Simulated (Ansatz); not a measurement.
# TaC (model structure, started from the FeSi type, Fm-3m, No. 225, 8 atoms in the cell): equilibrium lattice constant a by level of theory

No measured value is used here.

```tsv
level (code)	value (Å)
PBE (Ansatz)	4.475
PBEsol (Ansatz)	4.440
PBE-D3(BJ) (Ansatz)	___
```

Task: Fill in the missing entries.

Result: 
- PBE-D3(BJ) (Ansatz, a quantum-chemistry and plane-wave program), value (Å): 4.444

Density-functional levels without +SOC have no spin–orbit coupling. Ansatz's density-functional and Hartree–Fock values are scalar-relativistic unless marked +SOC, with PAW data made under PBE.

A model structure was made by putting elements into a prototype or built by hand; here it ended with the formula and space group of a phase in our tables.
